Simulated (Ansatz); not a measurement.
Base system: Bi$_{2}$Se$_{3}$ in the Bi2Te3 type structure (space group R-3m, No. 166; a = 4.144 Å, c = 28.445 Å (hexagonal axes)).

(Cell as relaxed with PBE-D3(BJ).)

Levels (all Ansatz, a first-principles code, PAW, earlier PAW set): PBE-D3(BJ) (420 eV, without spin-orbit coupling); PBEsol-D3(BJ) (420 eV, no spin-orbit coupling).

Each level relaxes its own structure.

```json
[
 {"quantity": "volume per atom", "PBE-D3(BJ)": "28.21 Å³", "PBEsol-D3(BJ)": "26.61 Å³"},
 {"quantity": "lattice parameter a", "PBE-D3(BJ)": "4.144 Å", "PBEsol-D3(BJ)": "4.082 Å"},
 {"quantity": "lattice parameter c", "PBE-D3(BJ)": "28.445 Å", "PBEsol-D3(BJ)": "27.664 Å"},
 {"quantity": "band gap", "PBE-D3(BJ)": "0.16 eV", "PBEsol-D3(BJ)": "zero"}
]
```

PBE-D3(BJ)'s volume per atom lies 1.60 Å³ above PBEsol-D3(BJ)'s (6.0 %); PBE-D3(BJ)'s lattice parameter a lies 0.0629 Å above PBEsol-D3(BJ)'s (1.5 %); PBE-D3(BJ)'s lattice parameter c lies 0.781 Å above PBEsol-D3(BJ)'s (2.8 %); they disagree on the band gap. Neither level is exact; PBEsol-D3(BJ) is the comparison here, not a measurement.

With Bi present, leaving out spin-orbit coupling can change the band edges. No phonon test of stability was made. All final runs are without spin polarisation. Gaps under 0.05 eV, about the width of the smearing, are given as zero. The zero or small gap of Bi2Se3 can change with the level of theory.
